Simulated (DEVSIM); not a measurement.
Device: Pt/La2O3/n-Ge capacitor, at 250 K.

| layer (left to right) | material | thickness (nm) | Nd (cm⁻³) |
|---|---|---|---|
| 1 | La2O3 | 27.0 | - |
| 2 | Ge | 9400 | 4e15 |

Metal gate on the left, work function 5.6 eV. Fixed charge at the semiconductor interface -9.6e10 cm⁻² (in units of +e); no interface traps.

Constants are typed, rounded textbook-type inputs, not results; the design itself was drawn at random and stands for no fabricated device. Values at 300 K; Nc and Nv go as T^1.5, mobilities as T to minus their exponent, the gap by Varshni's rule with the affinity fixed.

```tsv
parameter	La2O3	Ge
gap (eV)	5.8	0.664
affinity (eV)	1.8	4
permittivity	27	16
Nc (cm⁻³)	-	1.04e19
Nv (cm⁻³)	-	6e18
Varshni α (eV/K)	-	0.000477
Varshni β (K)	-	235
```

Simulated with DEVSIM: 1D Poisson equation in equilibrium, Boltzmann statistics, complete ionisation; no quantum confinement or tunnelling. Metal contacts follow the ideal Schottky-Mott rule: no Fermi-level pinning, no interface dipoles.

The substrate doping was swept, all else fixed.

```
substrate doping (cm^-3)  threshold voltage (band bending 2φF) (V)  minimum of the low-frequency capacitance (μF/cm²)  flat-band voltage (V)
------------------------  ----------------------------------------  -------------------------------------------------  ---------------------
2e14                                                          1.15                                             0.0125                   1.39
4e14                                                          1.13                                             0.0163                   1.40
8e14                                                          1.11                                             0.0218                   1.42
2e15                                                          1.08                                             0.0304                   1.44
4e15                                                          1.06                                             0.0407                   1.45
8e15                                                          1.03                                             0.0531                   1.47
```

From the first row to the last the threshold voltage (band bending 2φF) goes from 1.15 to 1.03. From the first row to the last the minimum of the low-frequency capacitance goes from 0.0125 to 0.0531.
